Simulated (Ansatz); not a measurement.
Ansatz (a program for electronic structure) run on SrAl2 (Imm2, 6 atoms in the cell): self-consistent single point.

Computed with PBEsol, default PAW files made with PBE (plane waves; Ansatz).

The change in words: lattice scaled by 0.98; kpoints.mp_grid.grid: 8 8 8 → 19 19 19; scf.occupations.width: 0.1 eV → 0.05 eV. Reference geometry:
```xyz
6
Lattice="-2.3920 3.9411 3.9329 2.3920 -3.9411 3.9329 2.3920 3.9411 -3.9329" Properties=species:S:1:pos:R:3 pbc="T T T"
Sr     2.3920     1.9706     0.4459
Sr     0.0000     1.9706     3.5370
Al     2.3920    -0.5402     2.6694
Al     0.0000     4.4814     1.2635
Al     0.0000     0.5402     6.6023
Al     2.3920     3.4009    -2.6694
```

Reference input (self-consistent single point, DFT, PBEsol, plane waves, default PAW files made with PBE): basis.ecutwfc = 420 eV; kpoints.mp_grid.grid = 8 8 8; hamiltonian.xc = pbesol; hamiltonian.pseudopotentials = {kind: paw} (the program's default PAW files); scf.occupations.method = gaussian; scf.occupations.width = 0.1 eV. This run's input differs from it in these lines:

Ansatz 0.2 input:
```diff
@@ -2,12 +2,12 @@
   lattice:
-    - [-2.391985, 3.941125, 3.932892]
-    - [2.391985, -3.941125, 3.932892]
-    - [2.391985, 3.941125, -3.932892]
+    - [-2.344145, 3.862302, 3.854234]
+    - [2.344145, -3.862302, 3.854234]
+    - [2.344145, 3.862302, -3.854234]
   atoms:
-    - { symbol: Sr, position_ang: [2.391985, 1.970562, 0.445888] }
-    - { symbol: Sr, position_ang: [0.000000, 1.970563, 3.537007] }
-    - { symbol: Al, position_ang: [2.391985, -0.540249, 2.669411] }
-    - { symbol: Al, position_ang: [-0.000000, 4.481374, 1.263481] }
-    - { symbol: Al, position_ang: [-0.000000, 0.540249, 6.602303] }
-    - { symbol: Al, position_ang: [2.391985, 3.400876, -2.669411] }
+    - { symbol: Sr, position_ang: [2.344145, 1.931151, 0.436970] }
+    - { symbol: Sr, position_ang: [0.000000, 1.931151, 3.466267] }
+    - { symbol: Al, position_ang: [2.344145, -0.529444, 2.616023] }
+    - { symbol: Al, position_ang: [-0.000000, 4.391746, 1.238211] }
+    - { symbol: Al, position_ang: [0.000000, 0.529444, 6.470257] }
+    - { symbol: Al, position_ang: [2.344145, 3.332858, -2.616023] }
 basis:
@@ -16,3 +16,3 @@
   mp_grid:
-    grid: [8, 8, 8]
+    grid: [19, 19, 19]
 hamiltonian:
@@ -24,3 +24,3 @@
     method: gaussian
-    width: 0.1
+    width: 0.05
 output:
```

Output (repeated stretches shortened):

```
SCF iter   1: F=—  HF=-9084.165856 eV  |F-HF|=—  |Δ(HF+E_count)|=         —  Δρ=2.12e-3  dr2=1.26e-2  ethr=1.77e-3  ⟨swp⟩=10.5  Hψ=162702  notcnv=0
all-band conjugate gradients solve this SCF's bands
preconditioner: auto → Kerker (q_TF=auto, 2.134 Å⁻¹)
SCF iter   2: F=—  HF=-9084.162466 eV  |F-HF|=—  |Δ(HF+E_count)|=   3.39e-3  Δρ=1.19e-3  dr2=5.16e-3  ethr=3.93e-5  ⟨swp⟩=2.0  Hψ=39013  notcnv=0  defer=94
SCF iter   3: F=—  HF=-9084.161211 eV  |F-HF|=—  |Δ(HF+E_count)|=   1.25e-3  Δρ=2.24e-4  dr2=6.65e-5  ethr=1.61e-5  ⟨swp⟩=2.0  Hψ=27632  notcnv=0  defer=94
SCF iter   4: F=—  HF=-9084.161201 eV  |F-HF|=—  |Δ(HF+E_count)|=   1.00e-5  Δρ=9.38e-5  dr2=1.42e-5  ethr=2.08e-7  ⟨swp⟩=2.6  Hψ=38181  notcnv=0  defer=94
SCF iter   5: F=—  HF=-9084.161199 eV  |F-HF|=—  |Δ(HF+E_count)|=   2.59e-6  Δρ=1.71e-5  dr2=4.34e-7  ethr=4.45e-8  ⟨swp⟩=2.4  Hψ=33796  notcnv=0  defer=94
SCF iter   6: F=-9084.161199 eV  HF=-9084.161199 eV  |F-HF|=9.27e-9  |Δ(HF+E_count)|=   5.03e-8  Δρ=5.25e-6  dr2=3.77e-8  ethr=3.13e-10  ⟨swp⟩=10.5  Hψ=122327  notcnv=0
SCF 1 converged in 6 iterations: F = -9084.161199 eV  dr2 = 3.77e-8
Free energy (F): -9084.161199 eV
Internal energy: -9084.159431 eV  (E = F + TS)
E sigma→0 (E₀):  -9084.160315 eV
Entropy (-TS):   -0.001768 eV (-0.295 meV/atom)
Fermi energy:    7.778995 eV
--- Forces (eV/Å), atoms counted from 1 ---
  atom   1  Sr     0.00000000     0.00000000    -0.09680588
  atom   2  Sr     0.00000000     0.00000000    -0.08390480
  atom   3  Al     0.00000000    -0.00114064     0.02345215
  atom   4  Al     0.00000000    -0.03764820     0.06690420
  atom   5  Al     0.00000000     0.00114064     0.02345215
  atom   6  Al     0.00000000     0.03764820     0.06690420
--- Stress (GPa, compression-positive) ---
        2.666721       0.000000       0.000000
        0.000000       2.418795       0.000000
        0.000000       0.000000       2.343059
  P = ⅓ Tr σ = 2.4762 GPa (24.762 kbar)
  The stress holds the Pulay correction. Without it, at fixed plane waves, as pw.x and ABINIT print it: P = 2.4471 GPa
```

The run converged in 6 iterations. Against the reference run the free energy goes up by 6.9 meV/atom, the pressure goes from -0.74 to 2.48 GPa and the largest force goes from 0.173 to 0.097 eV/Å.

The starting cell comes from a database of computed structures (which also holds hypothetical and non-ambient phases and stackings), without a prior relaxation at this level. Its lattice was rescaled by up to half a per cent. One atom was moved a little off its site on purpose. For this run, on top of that: lattice scaled by 0.98. Ansatz's pressure includes its estimate of the finite-basis (Pulay) stress.

Cost on one core of a shared machine: roughly 5 min.
